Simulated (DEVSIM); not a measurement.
System: Au/Al2O3/p-Ge capacitor, at 300 K.

Layer 1 from the left is Al2O3, thickness (nm) 8.00. Layer 2 from the left is Ge, thickness (nm) 6300, Na (cm⁻³) 8.8e15.

Metal gate on the left, work function 5.1 eV. Fixed charge at the semiconductor interface 0 cm⁻² (in units of +e); no interface traps.

Constants are typed, rounded textbook-type inputs, not results; the design itself was drawn at random and stands for no fabricated device. Values at 300 K.

Al2O3: gap (eV) 6.8, affinity (eV) 1.35, permittivity 9. Ge: gap (eV) 0.664, affinity (eV) 4, permittivity 16, Nc (cm⁻³) 1.04e19, Nv (cm⁻³) 6e18.

Q: Estimate by hand the flat-band voltage, the threshold voltage, and compare with a numerical solution.

A: 
- Flat-band voltage: C = 0.996 μF/cm², work-function difference 0.605 V; VFB = φms − qNf/C = 0.60 V; numerical 0.60 V.
- Threshold voltage: φF = 0.156 V, depletion charge √(4εqNφF) = 3.53e-8 C/cm²; VT = VFB + 2φF + Qd/C = 0.95 V; numerical 0.95 V.

DEVSIM, 1D Poisson equation in equilibrium, Boltzmann statistics, complete ionisation; no quantum confinement or tunnelling. Metal contacts follow the ideal Schottky-Mott rule: no Fermi-level pinning, no interface dipoles.
